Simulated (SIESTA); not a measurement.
A working SIESTA input for TiVS2 (Pmc2_1, 8 atoms in the cell) (DFT, LDA PW92, numerical atomic orbitals TZP, PseudoDojo LDA standard norm-conserving potentials (rewritten from UPF to PSML)):

```
# files in the folder: Ti.psml V.psml S.psml (PseudoDojo LDA standard)
SystemName  TiVS2
SystemLabel siesta

NumberOfAtoms                8
NumberOfSpecies              3
%block ChemicalSpeciesLabel
  1 22 Ti
  2 23 V
  3 16 S
%endblock ChemicalSpeciesLabel
LatticeConstant              1.0 Ang
%block LatticeVectors
     3.314128000    0.000000000    0.000000000
     0.000000000    5.838515000    0.000000000
     0.000000000    0.000000000    5.967251000
%endblock LatticeVectors
AtomicCoordinatesFormat      Bohr
%block AtomicCoordinatesAndAtomicSpecies
     0.000000000    0.650517137    5.738933932  1
     0.000000000   10.382677187    0.100698878  1
     3.131397131    4.878106207    5.473936884  2
     3.131397131    6.155088118   11.112171937  2
     0.000000000    7.322841405    8.112067066  3
     0.000000000    3.710352919    2.473832012  3
     3.131397131    9.055273578    3.228002333  3
     3.131397131    1.977920747    8.866237386  3
%endblock AtomicCoordinatesAndAtomicSpecies

XC.functional                LDA
XC.authors                   PW92
PAO.BasisSize                TZP
PAO.EnergyShift              0.005 Ry
MeshCutoff                   350 Ry
%block kgrid.MonkhorstPack
    7   0   0  0.5
    0   4   0  0.5
    0   0   4  0.5
%endblock kgrid.MonkhorstPack
OccupationFunction           FD
ElectronicTemperature        100.0 meV

MaxSCFIterations             150
SCF.Mixer.Method             Pulay
SCF.Mixer.Weight             0.2
SCF.Mixer.History            6
SCF.DM.Tolerance             1.0E-05
Diag.ParallelOverK           true
WriteForces                  true
```

The run converged in 16 iterations: free energy E − TS -8456.4803 eV; Fermi level (on the code's own zero) -5.23 eV; pressure -9.04 GPa; largest force (vector length) 0.142 eV/Å. Each of these slips is then made, one at a time:

(1)
```diff
-SCF.DM.Tolerance             1.0E-05
+SCF.DM.Tolerance             1.0E-01
+SCF.H.Tolerance              1.0 eV
```

(2)
```diff
-MaxSCFIterations             150
+MaxSCFIterations             3
+SCF.MustConverge             false
```

Task: What happens in each case?

Result: 
(1) A convergence threshold that is too loose. The run converged in 4 iterations without an error; against the sound input the free energy goes up by 7.0 meV/atom, the pressure moves little (-9.04 to -8.98 GPa) and the largest force goes from 0.142 to 0.076 eV/Å.

(2) An iteration limit that is too low, with the stop on failure switched off. The run ended unconverged after 3 iterations.

The starting cell comes from a database of computed structures (which also holds hypothetical and non-ambient phases and stackings), without a prior relaxation at this level. Its lattice was rescaled by a random factor within 2.5 % of one. Spin polarisation is off, so a magnetic state, if there is one, cannot be reached. Values carry the incompleteness of an atom-centred basis. In the base run, with a pressure of about -9 GPa the cell is away from its equilibrium volume at this level.

Left out of this page: 4 runs of the series outside the window shown, repeating another row's setting, or not comparable.
